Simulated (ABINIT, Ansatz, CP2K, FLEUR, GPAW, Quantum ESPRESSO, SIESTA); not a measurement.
Code comparison for RbNO3 (R32, 5 atoms in the cell)

Self-consistent single point, at a second geometry (lattice scaled by 0.98). First geometry:

```
RbNO3
1.0
    3.11148     1.79641     3.11782
   -3.11148     1.79641     3.11782
    0.00000    -3.59282     3.11782
Rb N O
1 1 3
Cartesian
  0.00000   0.00000   4.67673
  0.00000   0.00000   0.00000
 -2.46873   0.68315   3.11782
  0.64274  -2.47956   3.11782
  1.82599   1.79641   3.11782
```

Shared settings, as Ansatz (a program for electronic structure) writes them: kpoints.mp_grid.grid = 5 5 5; scf.occupations.method = fixed. Potentials and cutoffs stand in the table.

```csv
code,model,ΔF from the first geometry (meV/atom),pressure (GPa),largest force (eV/Å),gap on the mesh (eV),cutoff
Quantum ESPRESSO,"PBEsol, GBRV 1.5 ultrasoft (PBESOL) pseudopotentials",-18.7,-0.68,0.024,3.091,40 Ry
SIESTA,"GGA PBEsol, numerical atomic orbitals TZP, PseudoDojo PBEsol standard norm-conserving potentials (rewritten from UPF to PSML)",-22.3,-0.88,0.705,3.037,grid 350 Ry
ABINIT,"PBEsol, norm-conserving pseudopotentials (PseudoDojo nc-sr-04 PBEsol standard)",-20.1,-0.83,0.073,3.061,84 Ry
CP2K,"PBEsol, GPW, DZVP-MOLOPT-SR-GTH basis, GTH-PBE potentials (GTH_POTENTIALS)",-9.0,0.81,0.522,3.061,grid 500 Ry
GPAW,"PBEsol, GPAW PAW datasets PBEsol (made by gpaw-setup)",-20.6,–,0.121,3.092,900 eV
FLEUR,"PBEsol, all-electron FLAPW (FLEUR), scalar-relativistic valence",-14.8,–,0.129,3.190,Kmax 4.7 1/bohr
Ansatz,"PBEsol, PAW files made with PBE",-21.4,-1.29,0.166,3.097,420 eV
```

A dash marks a value that a program does not give, or that is left out as unsure.

Gaps are read on the mesh.

The spread over the programs that give each value: ΔF from the first geometry within 13.3 meV/atom; pressure within 2.10 GPa; largest force within 0.681 eV/Å; gap on the mesh within 0.153 eV.

SIESTA and CP2K use small atom-centred bases, whose incompleteness enters pressures, forces and empty levels differently from a plane-wave cutoff. FLEUR treats all electrons, but the usual bases taken here (sphere radii, linearisation, local orbitals, empty states) were not tested for convergence, so the values are no reference for the others. Ansatz's pressure is given at a fixed set of plane waves, as the other plane-wave codes print theirs; with its correction for the finite basis it is -0.98 GPa (the shift of 0.31 GPa shows how far the cutoff is from converged). The pressure of GPAW is left out: its cutoff lies under the one at which its stress was checked. In the pressure, CP2K (by 1.64) lies more than 1 GPa from the median of the plane-wave programs. In the force vectors, Quantum ESPRESSO (by 0.121), SIESTA (by 0.802) and CP2K (by 0.620) lie more than 0.08 eV/Å from the median of the plane-wave programs.

The starting cell comes from a database of computed structures (which also holds hypothetical and non-ambient phases and stackings), without a prior relaxation at this level. Its lattice was rescaled by a random factor within 2.5 % of one. For this run, on top of that: lattice scaled by 0.98.

Keys are those of Ansatz 0.2.
